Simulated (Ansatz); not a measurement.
Dopant-vacancy pairs in fcc Cu: the barrier for the dopant to change places with the neighbouring vacancy. These are PBE, PAW (plane waves to 420 eV; Ansatz, a program for electronic structure) values and carry that method's errors. Climbing-image NEB, static nuclei, no finite-size correction; this step alone does not carry the dopant far.

```
Dopant             Hop (Å)                    Neighbours at the saddle                                                                                  Cell  Barrier (eV)
-----------------  -------  ------------------------------------------  ------------------------------------------------------------------------------------  ------------
Os, pair charge 0     2.49                4 Cu at 2.45, 4 Cu at 2.76 Å  32 sites, 4×4×4 shifted, single points at the geometries of a band on a coarser mesh          1.32
Ru, pair charge 0     2.46                4 Cu at 2.45, 4 Cu at 2.78 Å  32 sites, 4×4×4 shifted, single points at the geometries of a band on a coarser mesh    (withheld)
Si, pair charge 0     2.55  4 Cu at 2.31, 2 Cu at 2.77, 2 Cu at 2.82 Å  32 sites, 4×4×4 shifted, single points at the geometries of a band on a coarser mesh          0.64
```

Question: Some entries are withheld; supply them.

Answer: 
- Ru, pair charge 0, Barrier (eV): 1.09
